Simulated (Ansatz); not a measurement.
# Ta: response to strain

The reference is Ta in the bcc (W type) structure (space group Im-3m, No. 229; a = 3.2541 Å; relaxed with 0.1 eV smearing).

Strains are applied to the cell and any free atomic positions relax.

Computed with LDA (Ansatz, a quantum-chemistry and plane-wave program), spin-orbit coupling left out.

Notes on the quantities. energy relative to the base: free energy F.

| change | pressure | energy relative to the base | volume per atom |
|---|---|---|---|
| base | 0.0 GPa | 0 meV/atom | 17.23 Å³ |
| isotropic strain −3.00 % | 23.6 GPa | +103 meV/atom | 15.72 Å³ |
| isotropic strain −2.50 % | 19.0 GPa | +70 meV/atom | 15.97 Å³ |
| isotropic strain −2.00 % | 14.8 GPa | +44 meV/atom | 16.22 Å³ |
| isotropic strain −1.00 % | 6.9 GPa | +11 meV/atom | 16.72 Å³ |
| isotropic strain +1.00 % | -6.1 GPa | +10 meV/atom | 17.75 Å³ |
| isotropic strain +1.50 % | -8.9 GPa | +23 meV/atom | 18.02 Å³ |
| isotropic strain +2.00 % | -11.5 GPa | +40 meV/atom | 18.28 Å³ |
| isotropic strain +2.50 % | -14.0 GPa | +61 meV/atom | 18.55 Å³ |
| isotropic strain +3.00 % | -16.3 GPa | +87 meV/atom | 18.83 Å³ |

No phonon test of stability was made. All final runs are without spin polarisation.
